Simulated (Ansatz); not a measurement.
Take Na3Sb (space group P6_3/mmc, No. 194) as the base.

```xyz
8
Lattice="5.3122 0.0000 0.0000 -2.6561 4.6005 0.0000 0.0000 0.0000 9.4529" Properties=species:S:1:pos:R:3 pbc="T T T"
Sb     0.0000     3.0670     2.3632
Sb     2.6561     1.5335     7.0896
Na     0.0000     0.0000     2.3632
Na     0.0000     0.0000     7.0896
Na     0.0000     3.0670     5.5057
Na     2.6561     1.5335     0.7792
Na     0.0000     3.0670     8.6736
Na     2.6561     1.5335     3.9472
```

Cartesian axes are those of the cell as printed.

Level of theory: DFT with PBEsol, PAW potentials and a 420 eV plane-wave cutoff in Ansatz (a first-principles code), no SOC.

Strains are applied to the cell and any free atomic positions relax.

One change was made to it. Results:

```csv
quantity,base,after
band gap,0.43 eV,0.46 eV
"pressure (mean of the normal stresses, compression positive)",0.00 GPa,0.15 GPa
electron mass,"0.076 mₑ along c, 0.061 mₑ across (at Γ)","0.077 mₑ along z, 0.064 mₑ across (at Γ)"
"valence-band top at Γ (three highest levels, from the VBM)","0.00, 0.00, -0.16 eV","0.00, 0.00, -0.17 eV"
```

Task: Which of these changes matches the shifts?
A) uniaxial strain ε_zz = −3.00 %
B) uniaxial strain ε_zz = −2.25 %
C) uniaxial strain ε_zz = −0.75 %

Result: C, uniaxial strain ε_zz = −0.75 %. For comparison, the band gap in the other runs: uniaxial strain ε_zz = −2.25 % gives 0.52 eV; uniaxial strain ε_zz = −3.00 % gives 0.55 eV.

Spin-orbit coupling, missing from the scalar runs, can matter with Sb. Effective masses come from finite differences of ±0.01 Å⁻¹. Whether these cells are dynamically stable was not tested.
